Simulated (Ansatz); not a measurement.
The reference is PbTe in the rock salt structure (space group Fm-3m, No. 225; a = 6.5342 Å).

One thing is altered: hydrostatic tension (pressure −2 GPa).

Level of theory: r2SCAN, PAW, 500 eV (Ansatz, a first-principles code; spin-orbit coupling left out).

Base, band edges from the VBM (valence, conduction): X -2.77, 3.73; W -0.39, 1.93; L 0.00, 1.09; Γ -1.36, 4.31; K -2.03, 3.84; U -2.03, 3.84 eV.

Problem. Give the band edges at the high-symmetry points of the new zone, measured from its valence-band maximum.

Solution. 
```json
[
 {"point": "Γ", "valence edge (eV)": "-1.14", "conduction edge (eV)": "4.25"},
 {"point": "X", "valence edge (eV)": "-2.45", "conduction edge (eV)": "3.96"},
 {"point": "U", "valence edge (eV)": "-1.80", "conduction edge (eV)": "3.79"},
 {"point": "K", "valence edge (eV)": "-1.80", "conduction edge (eV)": "3.79"},
 {"point": "L", "valence edge (eV)": "0.00", "conduction edge (eV)": "1.19"},
 {"point": "W", "valence edge (eV)": "-0.29", "conduction edge (eV)": "1.99"}
]
```

The gap is 1.19 eV, direct at L.

Spin-orbit coupling, missing from the scalar runs, can matter with Pb and Te. Load acts through the strain it causes; cell and atoms are relaxed under it. Stability against distortions was not tested.
